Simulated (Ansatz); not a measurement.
MoIr3 (P6₃/mmc, No. 194, 8 atoms in the cell; start mp-11482)

These are LDA in Ansatz (PAW) values and carry that method's errors.

Numerical settings: plane-wave cutoff 520 eV, 12×12×12 k mesh, Fermi–Dirac smearing 0.05 eV, no spin polarisation, scalar-relativistic PAW data made under PBE.

Cell (relaxed at this level):

```yaml
crystal:
  lattice:
    - [5.45212, 0.00000, 0.00000]
    - [-2.72606, 4.72168, 0.00000]
    - [0.00000, 0.00000, 4.34873]
  atoms:
    - { symbol: Mo, position: [0.33333, 0.66667, 0.25000] }
    - { symbol: Mo, position: [0.66667, 0.33333, 0.75000] }
    - { symbol: Ir, position: [0.83363, 0.66726, 0.25000] }
    - { symbol: Ir, position: [0.16637, 0.33274, 0.75000] }
    - { symbol: Ir, position: [0.16637, 0.83363, 0.75000] }
    - { symbol: Ir, position: [0.83363, 0.16637, 0.25000] }
    - { symbol: Ir, position: [0.33274, 0.16637, 0.25000] }
    - { symbol: Ir, position: [0.66726, 0.83363, 0.75000] }
```

- bulk modulus: 389 GPa

Note: the run has no spin polarisation, so it can have missed a magnetic state; the bulk modulus is −V dP/dV from two relaxed cells at ±2 % in volume; the relaxation could not lower the start's symmetry, so the cell can be a saddle point above a distorted one.

Spin–orbit coupling is not included.

A start named mp-… is a Materials Project structure, which need not be a measured phase.

Ansatz is an electronic-structure program.
